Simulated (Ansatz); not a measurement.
(20,0) carbon nanotube.

Levels: PBE (plane waves to 420 eV, PAW; Ansatz, a program for electronic structure); r2SCAN (plane waves to 500 eV, PAW; Ansatz). Unmarked values and the geometry are of the first. Mesh 1×1×18. No spin polarisation. One-dimensional cell, images about 11 Å apart. An idealised model, rolled from the flat sheet. Only distortions within the start's symmetry and period were free. Buckling under compression is shut out by symmetry and the short period.

| Quantity | Result |
|---|---|
| period along the axis (80 atoms) | 4.272 Å |
| mean diameter | 15.74 Å |
| energy over the flat sheet | +31 meV/atom |
| PBE gap | 0.49 eV, direct at Γ |
| electron mass along the axis (PBE) | 0.078 mₑ |
| hole mass along the axis (PBE) | 0.076 mₑ |
| valence and conduction edges under the vacuum level (PBE) | 4.53 and 4.05 eV |
| r2SCAN gap at this geometry | 0.52 eV |
| axial stiffness dF/dε | 1680 nN |
